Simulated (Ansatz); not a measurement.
C11b WSi₂ was calculated with LDA (Ansatz, a quantum-chemistry and plane-wave program, PAW).

Settings: plane-wave cutoff 520 eV, 24×24×24 k mesh, Fermi–Dirac smearing 0.05 eV, no spin polarisation, scalar-relativistic PAW data made under PBE.

Cell (relaxed at this level):

Space group I4/mmm (No. 139); a = b = 3.1854 Å, c = 7.7716 Å, α = β = γ = 90.00°

```csv
atom,site,symmetry,x,y,z
Si,4e,4mm,0.0000,0.0000,0.3347
W,2a,4/mmm,0.0000,0.0000,0.0000
```
(The calculation used a cell of 3 atoms; values per cell refer to that cell.)

Question: Give the computed bulk modulus and pressure derivative B′ of the bulk modulus.

Answer: 
- bulk modulus = 238 GPa
- pressure derivative B′ of the bulk modulus = 4.4

The run finds no gap.

Note: the bulk modulus comes from volumes at which shape and atoms were relaxed.

Spin–orbit coupling is not included.

It cost very roughly 16 core-minutes of CPU time.
